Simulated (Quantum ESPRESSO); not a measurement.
Density of states of a (100) slab of CaF2 (cut from a parent of space group no. 225; 12 atoms in the cell).

```xyz
12
Lattice="3.8688 0.0000 0.0000 -3.8688 3.8688 0.0000 0.0000 0.0000 19.6531" Properties=species:S:1:pos:R:3 pbc="T T T"
Ca     0.0000     0.0000     9.1370
Ca     1.9344     1.9344     6.3790
Ca     0.0000     0.0000    14.6531
Ca     1.9344     1.9344    11.8951
F      1.9344     0.0000     5.0000
F      0.0000     1.9344     5.0000
F      0.0000     1.9344     7.7580
F      1.9344     0.0000     7.7580
F      1.9344     0.0000    10.5161
F      0.0000     1.9344    10.5161
F      0.0000     1.9344    13.2741
F      1.9344     0.0000    13.2741
```

Level of theory: LDA (PZ), GBRV 1.5 ultrasoft (LDA) pseudopotentials (plane waves; Quantum ESPRESSO).

SCF settings: ecutwfc = 40 Ry; ecutrho = 200 Ry; occupations = smearing; smearing = mp; degauss = 0.0099958 Ry; potentials = {Ca: ca_lda_v1.uspp.F.UPF, F: f_lda_v1.4.uspp.F.UPF}; K_POINTS = automatic 5 5 1 0 0 0; conv_thr = 1e-08 Ry; mixing_beta = 0.4. Keys of the DOS step: nscf.calculation = nscf; nscf.verbosity = high; nscf.occupations = tetrahedra_opt; nscf.nbnd = 60; nscf.startingwfc = random; nscf.diago_thr_init = 1e-06; nscf.diagonalization = cg; nscf.K_POINTS = automatic 8 8 1 0 0 0; dos.x.fildos = dos.dat; dos.x.Emin = -15 eV; dos.x.Emax = 30 eV; dos.x.DeltaE = 0.05 eV; dos.x.ngauss = -99; dos.x.degauss = 0.01 Ry.

The starting cell comes from a database of computed structures (which also holds hypothetical and non-ambient phases and stackings), without a prior relaxation at this level. The slab is cut from that crystal, and its faces are unrelaxed. Its lattice was rescaled in the plane by a random factor within 2.5 % of one. Spin polarisation is off, though cut faces can carry moments; the slab shows no gap. The two faces of this cut differ, and no dipole correction was used.

Total DOS (both spins), as means of the tabulated values in each energy bin; the zero is the program's Fermi level or highest filled level, and the curve is cut to this window:

```
E (eV) | states/eV/cell
    -7.75 | ############ 3.29
    -7.25 | ####################### 6.40
    -6.75 | ########################## 7.15
    -6.25 | ############### 4.16
    -5.75 | ################### 5.25
    -5.25 | ##################### 5.87
    -4.75 | ############################## 8.15
    -4.25 | ################## 4.88
    -3.75 | #################### 5.46
    -3.25 | ##################### 5.85
    -2.75 | ############################## 8.27
    -2.25 | ################## 4.86
    -1.75 | ################# 4.74
    -1.25 | ################## 5.04
    -0.75 | ############################# 8.12
    -0.25 | ############################ 7.78
     0.25 | ############# 3.65
     0.75 | #### 1.11
     1.25 | ###### 1.70
     1.75 | ############### 4.19
     2.25 | ################ 4.42
     2.75 | ########## 2.70
```

Around zero the curve holds about 5.6 states/eV/cell.
